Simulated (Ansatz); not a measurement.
Consider Pt in the fcc (Cu type) structure (space group Fm-3m, No. 225; relaxed with 0.1 eV smearing).

```xyz
1
Lattice="0.0000 1.9599 1.9599 1.9599 0.0000 1.9599 1.9599 1.9599 0.0000" Properties=species:S:1:pos:R:3 pbc="T T T"
Pt     0.0000     0.0000     0.0000
```

Cartesian axes are those of the cell as printed.

Method: PBEsol (Ansatz, a program for electronic structure; PAW; 420 eV plane waves; spin-orbit coupling left out).

Base values:

```
Property            Value
---------------  --------
Volume per atom  15.06 Å³
```

The change: tensile biaxial strain of 1.67 % in the plane normal to [111], as in epitaxy on a mismatched substrate; the out-of-plane cell vector and the atoms relax.

### Question
How does this affect the volume per atom?

### Answer
The volume per atom rises by 0.225 Å³, from 15.06 Å³ to 15.28 Å³.

Stability against distortions was not tested. The final runs are not spin-polarised.
